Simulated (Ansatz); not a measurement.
## Response to strain in SnSe2

The parent structure is SnSe$_{2}$ in the CdI2 type structure (space group P-3m1, No. 164; layered, stacked along the Cartesian z axis).

```
CELL_PARAMETERS angstrom
      3.84018     0.00000     0.00000
     -1.92009     3.32569     0.00000
      0.00000     0.00000     6.00656
ATOMIC_POSITIONS crystal
  Sn 0.00000 0.00000 0.00000
  Se 0.33333 0.66667 0.26530
  Se 0.66667 0.33333 0.73470
```

Strains are applied to the cell and any free atomic positions relax.

The values are results of PBE-D3(BJ) (Ansatz, a quantum-chemistry and plane-wave program), scalar-relativistic without spin-orbit coupling, not measurements.

Notes on the quantities. pressure: mean of the normal stresses, compression positive.

```tsv
isotropic strain (%)	pressure (GPa)
-2.5	3.7
-1.5	2.0
-0.5	0.6
0	0.0
0.5	-0.6
1	-1.1
1.5	-1.6
2	?
3	-2.9
```

Fit P = P₀ − Bδ + Cδ² with δ = (1 + ε)³ − 1 to the rows shown and predict the withheld row.

Least squares on the printed values gives P₀ = 0.0 GPa, B = 41.5 GPa (at held cell shape), C = 114 GPa (largest residual 0.1 GPa); this predicts -2.1 GPa, and the run gives -2.1 GPa, in agreement.

Stability against distortions was not tested.
